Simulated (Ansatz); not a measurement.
We consider BP (model structure, started from the CdTe type, P6₄22, No. 181, 6 atoms in the cell), described by PBE (Ansatz, an electronic-structure program, PAW).

Run with plane-wave cutoff 520 eV, 12×12×4 k mesh (along the axes of the cell as run), Fermi–Dirac smearing 0.01 eV, scalar-relativistic PAW data made under PBE.

Computed at the level's own relaxed cell.

```yaml
crystal:
  lattice:
    - [3.27875, 0.00000, 0.00000]
    - [-1.63937, 2.83948, 0.00000]
    - [0.00000, 0.00000, 6.99552]
  atoms:
    - { symbol: B, position: [0.00000, 0.49999, 0.66667] }
    - { symbol: B, position: [0.50001, 0.50001, 0.00000] }
    - { symbol: B, position: [0.49999, 0.00000, 0.33333] }
    - { symbol: P, position: [0.00000, 0.49999, 0.16667] }
    - { symbol: P, position: [0.50001, 0.50001, 0.50000] }
    - { symbol: P, position: [0.49999, 0.00000, 0.83333] }
```

Question: List the 16 lowest band energies at Γ above −25 eV (eV, relative to the valence band maximum), grouping those that round alike.

Answer: At Γ: -16.64, -13.99 (×2), -6.25 (×2), -4.64, -2.39 (×2), -1.26 (×2), -0.93, 0.00, 2.36 (×2), 3.04 (×2).

Note: the relaxation could raise the start's symmetry but not lower it, so the cell can be a saddle point.

A model structure was made by putting elements into a prototype or built by hand; it is no filed structure, need not be a known phase, and can be a saddle point held by its symmetry.
